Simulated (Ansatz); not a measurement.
An Ansatz (a first-principles code) run: Ta with a change (uniaxial stress, 2 GPa compression along x); Kohn–Sham DFT with the r2SCAN functional, run in Ansatz with PAW and 500 eV plane waves, spin-orbit coupling left out.

Input:

Ansatz 0.2 input:
```yaml
crystal:
  lattice:
    - [-1.6524243675, 1.6524243675, 1.6524243675]
    - [1.6524243675, -1.6524243675, 1.6524243675]
    - [1.6524243675, 1.6524243675, -1.6524243675]
  atoms:
    - { symbol: Ta, position: [0, 0, 0] }
basis: { ecutwfc: 500, ecutrho_ratio: 4, xc_grid: 4, fft_grid_basis: typed }
kpoints: { mp_grid: { grid: [20, 20, 20] } }
hamiltonian:
  xc: r2scan
  dispersion: none
  pseudopotentials: { kind: paw }
scf: { occupations: { method: fermi_dirac, width: 0.05 } }
relax: { f_tol: 0.005, max_steps: 50, cell: { stress_tol: 0.01, sigma_target: [2, 0, 0, 0, 0, 0] } }
output: { forces: true, stress: true }
checkpoint: { write: state.ck, write_every: 1000 }
```

Output (explanatory and most iteration lines left out):

```
Relaxation: its limit of steps is 50 (relax.max_steps)
Pseudopotential: Ta, paw, valence charge 13
Crystal: 1 atoms, lattice volume = 18.048 Å³
Basis set: ecut = 500 eV, 459 PW (Γ), exchange–correlation on 96×96×96 points (64 copies of the dense FFT grid, shifted against one another)
Bands: 11, of which v1, the nominal top of the filled ones, is band 7 counted from 1 (6 counted from 0)
Symmetry: 16 space group operations
k-points: 641 of 8000
Functional: x = r2scan, c = r2scan; τ floored in thin density (d = 2e-4 eV/Å³)
SCF iter   1: F=—  HF=-9944.306261 eV  |F-HF|=—  |Δ(HF+E_count)|=         —  Δρ=6.10e-3  dr2=1.71e-3  dr2_τ=1.52e-2  ethr=1.77e-3  ⟨swp⟩=6.0  Hψ=42940  notcnv=0
SCF iter   2: F=—  HF=-9944.323542 eV  |F-HF|=—  |Δ(HF+E_count)|=   1.73e-2  Δρ=3.53e-3  dr2=6.74e-4  dr2_τ=2.33e-4  ethr=1.32e-5  ⟨swp⟩=2.0  Hψ=18541  notcnv=0  defer=65
SCF 1 converged in 6 iterations: F = -9944.324321 eV  dr2 = 7.72e-9
relax step   1: F+E_penalty+E_count = -9944.32432107 eV  Δ(F+E_penalty+E_count) = +0.000e0 eV  max|allowed force component| = 0.000e0 eV/Å  Δτ_max = 0.0000 Å  P = -0.003 GPa  Ω = 18.048 Å³  (6 SCF iters, dr2 threshold 1.00e-7 eV, accepted)
[... steps on the carried basis left out ...]
relax step   6: F+E_penalty+E_count = -9944.32296344 eV  Δ(F+E_penalty+E_count) = +2.046e-5 eV  max|allowed force component| = 0.000e0 eV/Å  Δτ_max = 0.0000 Å  P = +0.667 GPa  Ω = 17.993 Å³  stress off target by 1.45e-3 GPa  SCF on the basis re-selected at this cell (its energy is not comparable with the rows above)  (5 SCF iters)
SCF converged after 5 iterations
Free energy (F): -9944.322963 eV
Internal energy: -9944.312881 eV  (E = F + TS)
E sigma→0 (E₀):  -9944.317922 eV
Entropy (-TS):   -0.010083 eV (-10.083 meV/atom)
Fermi energy:    18.495350 eV
--- Forces (eV/Å), atoms counted from 1 ---
  atom   1  Ta     0.00000000    -0.00000000     0.00000000
--- Stress (GPa, compression-positive) ---
        1.998548       0.000000       0.000000
        0.000000       0.000896      -0.000000
        0.000000       0.000000       0.000896
  P = ⅓ Tr σ = 0.6668 GPa (6.668 kbar)
--- Relaxed structure (5 steps of the walk, 4 accepted, 1 SCFs on fresh bases) ---
  cell:  # Å, volume = 17.9933 Å³
    - [-1.6327889744376358, 1.6598157998607224, 1.6598157998607224]
    - [1.6327889744376358, -1.6598157998607224, 1.6598157998607224]
    - [1.6327889744376358, 1.6598157998607224, -1.6598157998607224]
  atoms:
    - { symbol: Ta, position: [0.0, 0.0, 0.0] }
```

Without a gap, meshes like the base's 20×20×20 leave anisotropic stresses uncertain by several tenths of a GPa, and small strain energies with them. Load acts through the strain it causes; cell and atoms are relaxed under it. sigma_target is in GPa, compression positive, in the order xx, yy, zz, yz, xz, xy. Stability under load was not tested beyond the relaxation. All final runs are without spin polarisation. The cell was made from Ta in the bcc (W type) structure (space group Im-3m, No. 229) by this change: uniaxial stress, 2 GPa compression along x.
